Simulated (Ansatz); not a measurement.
Structure of amorphous Ge$_{19}$Se$_{38}$Ag (periodic cell):

```xyz
58
Lattice="10.9239 0.0060 0.2462 0.0060 12.0628 -0.0996 0.2462 -0.0996 11.9782" Properties=species:S:1:pos:R:3 pbc="T T T"
Ge     5.7719     3.0160     3.8481
Ge     0.0699    11.1491     1.1430
Ge     9.3672     2.0376     2.7045
Ge     7.1736     8.7558     9.0511
Ge     0.4738     8.2308     3.3758
Ge     5.9816    11.4594     7.5132
Ge     4.7749     9.7063     0.7541
Ge     8.4562     8.2829     6.0490
Ge     2.3248    11.3822     4.8786
Ge     1.2598    11.7048     8.1506
Ge     2.4423     4.4560     8.5085
Ge     9.4046     3.5883    12.0201
Ge     1.1960     7.7210     6.8832
Ge     5.0396     6.1711     5.3860
Ge     5.0100     5.3184     1.5986
Ge     6.0156    10.5782     3.9506
Ge     3.4073     3.2217    11.5732
Ge     8.9994     5.4928     9.6294
Ge     0.2680     2.1664     5.6540
Se     3.5063     7.3518     1.4179
Se     2.2942     6.6469     3.4132
Se     6.1446     1.0258     9.3041
Se     3.8151     9.6594     4.2473
Se     5.6581     4.4122    11.3733
Se     9.5918     3.1581     9.6814
Se     3.5639     3.6857     2.5556
Se     1.8171     5.1078    10.7706
Se     2.3136    12.0497     1.3068
Se     6.6979     5.6994     8.7365
Se     6.6426     0.3276     5.5139
Se     9.2043     3.1125     4.8650
Se     0.8175     4.2974     6.6926
Se     7.3603     8.6751     3.7915
Se     9.5100    11.7905     3.1459
Se     0.1395     3.1053     1.1547
Se    10.3639     7.3543     9.0087
Se     5.1092     9.2979     7.7203
Se     5.9718    11.5448     1.7492
Se     3.5322     6.5200     7.9316
Se     8.8727     5.9037    12.0240
Se     3.1210     0.4379     6.9679
Se     6.2192     8.0604    11.3851
Se     3.3001    10.6073    11.4337
Se    10.2900    11.8277    11.3027
Se     7.4323     5.8949     6.4565
Se     0.0286     8.7546     1.0893
Se     6.7343     5.4397     3.2184
Se     1.8034     1.4182     3.8689
Se     7.4945     2.4105     1.2385
Se     3.7061     2.4907     9.0903
Se     1.2758     0.9157    10.2910
Se     0.3397     9.9717     5.0717
Se    10.2381     0.4027     7.2300
Se     4.5447     3.7838     5.8626
Se     1.4851     9.4458     8.7702
Se     7.9230    11.2907     9.1338
Se     9.9666     6.6984     4.7202
Ag     3.9372     6.8651    10.5870
```

Computed with PBE-D3(BJ), scalar-relativistic without spin-orbit coupling, PAW (Ansatz default set, large-core Se) (plane waves to 420 eV; Ansatz, a first-principles code).

The cell was made by melting and quenching with the CHGNet potential and then relaxed with DFT. The hot cell started wider than the set density and was brought back towards it in steps. It is the lowest in DFT energy of 3 quenches. It is a model cell: composition and starting density were chosen by hand, and all elements were melted together. The geometry includes D3(BJ) dispersion. Its density started from a set value of 4.31 and ended at 4.72 g/cm³. Cooling (nominally 60 K/ps over its main leg) ran many orders faster than in experiment, which tends to leave more defects and strain. Values belong to this one cell and scatter from quench to quench. Volume and shape were free in the relaxation.

Neighbours within Ge-Ge 2.85 Å, Ge-Se 2.86 Å, Ge-Ag 3.18 Å, Se-Se 2.76 Å, Se-Ag 3.18 Å, Ag-Ag 3.48 Å count as bonded.

Q: Give the coordination numbers, mean bond lengths and angles.

A: 
The mean coordination of Ge is 3.68 (6 with 3, 13 with 4), the mean coordination of Se comes out as 2.24 (30 with 2, 7 with 3, 1 with 4) and the mean coordination of Ag comes out as 5.00 (1 with 5). The mean Ge-Se bond is 2.465 Å (spread 0.113 Å, 70 counted), the mean Se-Se bond comes out as 2.434 Å (spread 0.048 Å, 5 counted) and the mean Se-Ag bond is 2.821 Å (spread 0.148 Å, 5 counted). The bond angle at Ge comes out as mean 105.4°, spread 13.5° and the bond angle at Se is mean 96.0°, spread 16.1°. The bond angle at Ag is mean 103.6°, spread 31.7°.

Q: Which atoms depart from the most common coordination of their element?

A: Ge1 has 3 (Se54 2.48 Å, Se26 2.64 Å, Se47 2.68 Å); Ge4 has 3 (Se37 2.52 Å, Se42 2.62 Å, Se56 2.64 Å); Ge8 has 3 (Se33 2.54 Å, Se57 2.56 Å, Se45 2.63 Å); Ge13 has 3 (Se55 2.57 Å, Se36 2.60 Å, Se39 2.83 Å); Ge14 has 3 (Se54 2.48 Å, Se45 2.64 Å, Se47 2.85 Å; Se39 at 2.98 Å just beyond); Ge17 has 3 (Se24 2.55 Å, Se27 2.59 Å, Se50 2.61 Å); Se20 has 4 (Se21 2.44 Å, Ge15 2.54 Å, Ge7 2.76 Å, Ag58 2.84 Å); Se24 has 3 (Ge15 2.38 Å, Ge17 2.55 Å, Ag58 3.10 Å); Se27 has 3 (Ge11 2.44 Å, Ge17 2.59 Å, Ag58 2.76 Å); Se39 has 3 (Ge11 2.40 Å, Ag58 2.71 Å, Ge13 2.83 Å; Ge14 at 2.98 Å just beyond); Se42 has 3 (Ge7 2.38 Å, Ge4 2.62 Å, Ag58 2.70 Å); Se45 has 3 (Se29 2.40 Å, Ge8 2.63 Å, Ge14 2.64 Å); Se47 has 3 (Ge15 2.37 Å, Ge1 2.68 Å, Ge14 2.85 Å); Se56 has 3 (Se22 2.53 Å, Ge6 2.53 Å, Ge4 2.64 Å).
